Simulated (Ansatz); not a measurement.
A dielectric-response calculation of KCaF₃ (Pm-3m, 5 atoms in the cell) with Ansatz (a quantum-chemistry and plane-wave program).

Level of theory: LDA (PW92), default PAW files made with PBE (plane waves; Ansatz).

```xyz
5
Lattice="4.4683 0.0000 0.0000 0.0000 4.4683 0.0000 0.0000 0.0000 4.4683" Properties=species:S:1:pos:R:3 pbc="T T T"
K      2.2341     2.2341     2.2341
Ca     0.0000     0.0000     0.0000
F      0.0000     2.2341     0.0000
F      2.2341     0.0000     0.0000
F      0.0000     0.0000     2.2341
```

Reference input (self-consistent single point, DFT, LDA (PW92), plane waves, default PAW files made with PBE): basis.ecutwfc = 420 eV; kpoints.mp_grid.grid = 6 6 6; hamiltonian.xc = lda; hamiltonian.pseudopotentials = {kind: paw} (the program's default PAW files); scf.occupations.method = fixed. This run's input differs from it in these lines:

```diff
@@ -20,6 +20,4 @@
   occupations: { method: fixed }
-output:
-  forces: true
-  eigenvalues: true
-  stress: true
+dielectric:
+  field_mesh: kpoints
```

Output (repeated stretches shortened):

```
SCF iter   1: F=—  HF=-5659.031629 eV  |F-HF|=—  |Δ(HF+E_count)|=         —  Δρ=1.66e-2  dr2=1.83e-1  ethr=1.77e-3  ⟨swp⟩=5.5  Hψ=4081  notcnv=0  defer=101
all-band conjugate gradients solve this SCF's bands
preconditioner: auto → Resta (q_TF=auto, 2.387 Å⁻¹)
SCF iter   2: F=—  HF=-5658.984859 eV  |F-HF|=—  |Δ(HF+E_count)|=   4.68e-2  Δρ=5.90e-3  dr2=1.11e-2  ethr=4.58e-4  ⟨swp⟩=2.0  Hψ=1855  notcnv=0  defer=99
   [... lines left out ...]
SCF iter   6: F=—  HF=-5658.981088 eV  |F-HF|=—  |Δ(HF+E_count)|=   1.10e-6  Δρ=5.95e-6  dr2=3.25e-8  ethr=1.93e-9  ⟨swp⟩=2.1  Hψ=1415  notcnv=0  defer=52
SCF iter   7: F=—  HF=-5658.981088 eV  |F-HF|=—  |Δ(HF+E_count)|=   7.23e-9  Δρ=1.37e-6  dr2=2.74e-9  ethr=8.14e-11  ⟨swp⟩=2.5  Hψ=1718  notcnv=0  defer=52
SCF iter   8: F=—  HF=-5658.981088 eV  |F-HF|=—  |Δ(HF+E_count)|=  4.53e-10  Δρ=3.48e-7  dr2=1.16e-10  ethr=6.85e-12  ⟨swp⟩=2.1  Hψ=1422  notcnv=0  defer=52
SCF iter   9: F=-5658.981088 eV  HF=-5658.981088 eV  |F-HF|=9.09e-13  |Δ(HF+E_count)|=  1.27e-11  Δρ=7.01e-8  dr2=3.21e-12  ethr=1.00e-12  ⟨swp⟩=8.8  Hψ=4381  notcnv=0
SCF 1 converged in 9 iterations: F = -5658.981088 eV  dr2 = 3.21e-12
DFPT response loops at Γ: preconditioner auto → none (the input reference at scf.mixing.eps_inf says where Resta's filter doesn't serve); β = 0.50 …
Free energy (F): -5658.981088 eV
Internal energy: -5658.981088 eV  (E = F + TS)
E sigma→0 (E₀):  -5658.981088 eV
Fermi energy:    0.796087 eV
--- Dielectric response (ions clamped): 1 representative field direction + reference, on 40 of 216 k-points (Σ response iterations 8) ---
  k mesh reduced under 8 symmetry operations, with k and −k counted as one. Each operation leaves every solved perturbation unchanged …
  ε∞ (high-frequency dielectric tensor):
        2.071543    -0.000000    -0.000000
   [... lines left out ...]
         0.00000   -0.91056    0.00000
         0.00000    0.00000   -0.91056
    site 4:
        -0.91056   -0.00000    0.00000
         0.00000   -0.91056    0.00000
         0.00000    0.00000   -1.67358
  Z* charge neutrality: 3.654e-6 e pre-enforcement
  k-mesh period / interband length: 26.8 Å / 0.99 Å = 27.19 at k = (0.0000, 0.0000, 0.0000), direct gap 6.022 eV — 14 or more, which is no proof of convergence
```

The run converged in 9 iterations. 

Summary of the result:
```
Quantity                                                                                                                      Result
----------------------------------------------------------------------------------------  ------------------------------------------
Free energy E − TS (on the zero of these files)                                                                        -5658.9811 eV
Top of the valence band (on the code's own zero)                                                                             0.80 eV
Gap on the k-point mesh                                                                                                      5.85 eV
ε∞ at this k-point mesh, which may be far from converged in small-gap cells (xx, yy, zz)                            2.07, 2.07, 2.07
Born charges at this mesh (mean of the diagonal, e)                                       K 1.18, Ca 2.31, F -1.16, F -1.16, F -1.16
```

The starting cell comes from a database of computed structures (which also holds hypothetical and non-ambient phases and stackings), without a prior relaxation at this level. Its lattice was rescaled by up to half a per cent.

Keys are those of Ansatz 0.2.
